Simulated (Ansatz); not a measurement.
Structures of equal composition on the (111) surface of fcc Al: a pseudomorphic layer of Rh in the host's stacking; a pseudomorphic layer of Rh in the other hollow. The slabs share one bottom face, and each structure is named by its start. These are constructed structures in small cells; real faces may alloy, dewet or reconstruct in larger ones, and not all known structures of the face are among them. Slabs of about 12 Å, Fermi-Dirac smearing of 0.1 eV. Bottom of the slabs: a bare face, its two planes held. Relaxed from the named starts with such symmetry as they have, on meshes of like density; energies extrapolated to zero smearing; spin only where a row says so; no spin-orbit coupling, no U. Brackets mark spin-polarised runs, whose order is one that fits the cell.

Method: PBE (plane waves to 420 eV, PAW; Ansatz, a quantum-chemistry and plane-wave program).

Rank these by energy per 1x1 cell (lowest first), as PBE gives it.

a pseudomorphic layer of Rh in the host's stacking (0.000 eV), a pseudomorphic layer of Rh in the other hollow (0.059 eV)
